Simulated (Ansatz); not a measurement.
PBE-D3(BJ) against PBEsol-D3(BJ): WS2, pressure −1 GPa

Base system: WS₂ in the 2H-MoS2 type structure (space group P6_3/mmc, No. 194; a = 3.154 Å, c = 12.137 Å; layered, stacked along the Cartesian z axis).

(Cell as relaxed with PBE-D3(BJ).)

Levels (all Ansatz, a first-principles code, PAW): PBE-D3(BJ) (420 eV, spin-orbit coupling left out); PBEsol-D3(BJ) (420 eV, no spin-orbit coupling).

Each level relaxes its own structure.

```json
[
 {"base": "volume per atom", "PBE-D3(BJ)": "17.43 Å³", "PBEsol-D3(BJ)": "16.49 Å³"},
 {"base": "lattice parameter a", "PBE-D3(BJ)": "3.154 Å", "PBEsol-D3(BJ)": "3.115 Å"},
 {"base": "band gap", "PBE-D3(BJ)": "0.88 eV", "PBEsol-D3(BJ)": "0.65 eV"}
]
```

It is then changed as follows: a negative pressure, −1 GPa.

```json
[
 {"quantity": "hole mass", "PBE-D3(BJ)": "0.84 mₑ along c, 0.61 mₑ across (at Γ)", "PBEsol-D3(BJ)": "0.91 mₑ along c, 0.49 mₑ across (at Γ)"},
 {"quantity": "c/a ratio", "PBE-D3(BJ)": "3.904", "PBEsol-D3(BJ)": "3.808"},
 {"quantity": "gap character", "PBE-D3(BJ)": "indirect, Γ → K–Γ (47 % along)", "PBEsol-D3(BJ)": "indirect, Γ → K–Γ (44 % along)"}
]
```

PBE-D3(BJ)'s c/a ratio lies 0.096 above PBEsol-D3(BJ)'s; the two agree on the gap character. Neither level is exact; PBEsol-D3(BJ) is the comparison here, not a measurement.

Spin-orbit coupling, missing from the scalar runs, can matter with W. Load acts through the strain it causes; cell and atoms are relaxed under it. Effective masses come from finite differences of ±0.01 Å⁻¹. Whether these cells are dynamically stable was not tested.
